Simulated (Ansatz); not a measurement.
The parent structure is BN in the zinc blende structure (space group F-43m, No. 216; a = 3.6057 Å). Axes: x, y, z lie along the cube axes.

Perturbation: uniaxial stress, 3 GPa compression along x; all other stress components relax to zero.

Levels (all Ansatz, a program for electronic structure, PAW): PBEsol (420 eV, without spin-orbit coupling); r2SCAN (500 eV, no SOC); HSE06 (420 eV, without spin-orbit coupling).

At the geometry relaxed with PBEsol, these levels gave the following band gaps, in shuffled order: (a) 5.71 eV, (b) 4.21 eV, (c) 4.92 eV.

Q: Match each gap to its level.

A: (a) HSE06; (b) PBEsol; (c) r2SCAN.

Single points use the geometry relaxed with PBEsol. HSE06 gaps are upper bounds (no full band path). Load acts through the strain it causes; cell and atoms are relaxed under it. Stability under load was not tested beyond the relaxation.
